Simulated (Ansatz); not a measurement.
Consider PbI2 in the 2H-MoS2 type structure (space group P6_3/mmc, No. 194; a = 4.273 Å, c = 14.362 Å; a hypothetical phase, not in the database extracts checked).

Modification: a hydrostatic pressure of 3 GPa.

Levels (all Ansatz, an electronic-structure program, PAW, earlier PAW set): PBEsol-D3(BJ) (420 eV, spin-orbit coupling left out); HSE06 (420 eV, no spin-orbit coupling).

The geometry is relaxed with PBEsol-D3(BJ).

- PBEsol-D3(BJ) band gap: 0.33 eV

With HSE06 at the same geometry, the band gap grows by 0.48 eV (0.33 eV → 0.81 eV).

Single points use the geometry relaxed with PBEsol-D3(BJ). HSE06 was sampled on its mesh, a few special points and the semilocal edge points, so its gap is an upper bound. With I and Pb present, leaving out spin-orbit coupling can change the band edges. Load acts through the strain it causes; cell and atoms are relaxed under it. No phonon test of stability was made.
